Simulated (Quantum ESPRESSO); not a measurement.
**Quick settings and what they miss: InCu₂ (P6_3/mmc, 6 atoms in the cell)**

Self-consistent single point.

```yaml
crystal:
  lattice:
    - [4.47123, 0.00000, 0.00000]
    - [-2.23562, 3.87220, 0.00000]
    - [0.00000, 0.00000, 5.38808]
  atoms:
    - { symbol: In, position: [0.66667, 0.33333, 0.75000] }
    - { symbol: In, position: [0.33333, 0.66667, 0.25000] }
    - { symbol: Cu, position: [0.00000, 0.00000, 0.00000] }
    - { symbol: Cu, position: [0.00000, 0.00000, 0.50000] }
    - { symbol: Cu, position: [0.66667, 0.33333, 0.25000] }
    - { symbol: Cu, position: [0.33333, 0.66667, 0.75000] }
```

Computed with LDA (PZ), PSlibrary PAW (LDA) pseudopotentials (plane waves; Quantum ESPRESSO 7.5).

Base settings: ecutwfc = 55 Ry; ecutrho = 330 Ry; occupations = smearing; smearing = fd; degauss = 0.0099958 Ry; potentials = {In: In.pz-dn-kjpaw_psl.1.0.0.UPF, Cu: Cu.pz-dn-kjpaw_psl.1.0.0.UPF}; K_POINTS = automatic 7 7 5 0 0 0; conv_thr = 1e-10 Ry.

Tight run (finer mesh or higher cutoff; not a proven limit): ecutwfc: 55 Ry → 77 Ry; ecutrho: 330 Ry → 462 Ry; conv_thr: 1e-10 Ry → 7.3e-11 Ry; K_POINTS: automatic 7 7 5 0 0 0 → automatic 10 10 7 0 0 0. It gave Fermi level (on the code's own zero) 12.25 eV; pressure -9.96 GPa.

Quick runs, as changes from the base:
- A: the base itself
- B: ecutwfc: 55 Ry → 28 Ry; ecutrho: 330 Ry → 168 Ry; K_POINTS: automatic 7 7 5 0 0 0 → automatic 2 2 2 0 0 0
- C: conv_thr: 1e-10 Ry → 7.3e-06 Ry; K_POINTS: automatic 7 7 5 0 0 0 → automatic 4 4 4 0 0 0
- D: ecutwfc: 55 Ry → 33 Ry; ecutrho: 330 Ry → 198 Ry; K_POINTS: automatic 7 7 5 0 0 0 → automatic 3 3 3 1 1 1
- E: ecutwfc: 55 Ry → 33 Ry; ecutrho: 330 Ry → 198 Ry; smearing: fd → mp; degauss: 0.0099958 Ry → 0.019992 Ry; K_POINTS: automatic 7 7 5 0 0 0 → automatic 1 1 1 1 1 1
- F: ecutwfc: 55 Ry → 38 Ry; ecutrho: 330 Ry → 228 Ry; conv_thr: 1e-10 Ry → 7.3e-06 Ry; K_POINTS: automatic 7 7 5 0 0 0 → automatic 4 4 4 0 0 0

Energies are extrapolated to zero smearing width, which holds to low order in the width alone (under cold and Methfessel-Paxton smearing the free energy itself is taken).

Dashes: time of B, D, E, F, under 30 s; pressure of C, F, not trusted under this conv_thr with d or f elements.

The count of work is k-points × plane waves × bands × iterations; it is no time. Core times come from one kind of shared machine and are given to one figure; runs under 30 s give none.

The starting cell comes from a database of computed structures (which also holds hypothetical and non-ambient phases and stackings), without a prior relaxation at this level. Its lattice was rescaled by a random factor within 2.5 % of one. Spin polarisation is off. In the base run, with a pressure of about -11 GPa the cell is away from its equilibrium volume at this level.

```tsv
run	energy less tight (meV/atom)	pressure less tight (GPa)	count of work / tight	core time / tight (rough)
A	17.5	-0.87	0.26	0.3
B	1696.8	-105.41	0.014	–
C	17.8	–	0.076	0.1
D	250.0	-17.90	0.040	–
E	-217.3	-24.58	0.0046	–
F	87.3	–	0.043	–
```

Among the runs at the tight run's level, the energy misses run from 17.5 to 1696.8 meV/atom.
